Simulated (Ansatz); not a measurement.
# One-dimensional BN body, 2 atoms a period

Levels: PBE (plane waves to 420 eV, PAW; Ansatz, an electronic-structure program); r2SCAN (plane waves to 500 eV, PAW; Ansatz); HSE06 run with Ansatz. Unmarked values and the geometry are of the first. Mesh 1×1×116. No spin polarisation. It repeats along c; a and b span vacuum. A hypothetical model. It keeps the symmetry and period of its start, so it need not be a minimum against all distortions. Pairing along the axis, which can open a gap, is among the distortions not tried. HSE06 ran on a 1×1×7 mesh and at PBE's edge points. Buckling under compression is shut out by symmetry and the short period.

| Property | Result |
|---|---|
| period along the axis (2 atoms) | 2.622 Å |
| PBE gap | 3.97 eV, direct at the zone edge |
| electron mass along the axis (PBE) | 0.20 mₑ |
| hole mass along the axis (PBE) | 0.28 mₑ |
| valence and conduction edges under the vacuum level (PBE) | 6.43 and 2.46 eV |
| r2SCAN gap at this geometry | 4.54 eV |
| HSE06 gap at this geometry | 5.25 eV |
| axial stiffness dF/dε | 136 nN |

```
CELL_PARAMETERS angstrom
     11.00000     0.00000     0.00000
      0.00000    11.00000     0.00000
      0.00000     0.00000     2.62194
ATOMIC_POSITIONS crystal
  B  0.50000 0.50000 0.00000
  N  0.50000 0.50000 0.50000
```
